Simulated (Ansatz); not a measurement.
## HfO2: response to strain

Start from HfO2 (space group P4_2/nmc, No. 137; a = 3.604 Å, c = 5.264 Å). Axes: x, y, z lie along a, b, c of the conventional cell.

Strains are applied to the cell and any free atomic positions relax; under stress the whole cell relaxes.

Levels (all Ansatz, a program for electronic structure, PAW): PBE (420 eV, no spin-orbit coupling); PBEsol (420 eV, no SOC).

The base cell above is that of PBE; each level relaxes its own structures.

Notes on the quantities. energy relative to the base: free energy F.

```json
[
 {"case": "isotropic strain +2.40 %", "energy relative to the base, PBE": "+31 meV/atom", "energy relative to the base, PBEsol": "+34 meV/atom"},
 {"case": "uniaxial strain ε_zz = −1.69 %", "energy relative to the base, PBE": "+2.9 meV/atom", "energy relative to the base, PBEsol": "+3.3 meV/atom"},
 {"case": "uniaxial stress, 8 GPa tension along z", "energy relative to the base, PBE": "+12 meV/atom", "energy relative to the base, PBEsol": "+8.9 meV/atom"}
]
```

The two levels differ by at most about 3.5 meV/atom. They put the cases in the same order.

Stability under load was not tested beyond the relaxation. This is not the structure that HfO2 has at room temperature and ambient pressure.
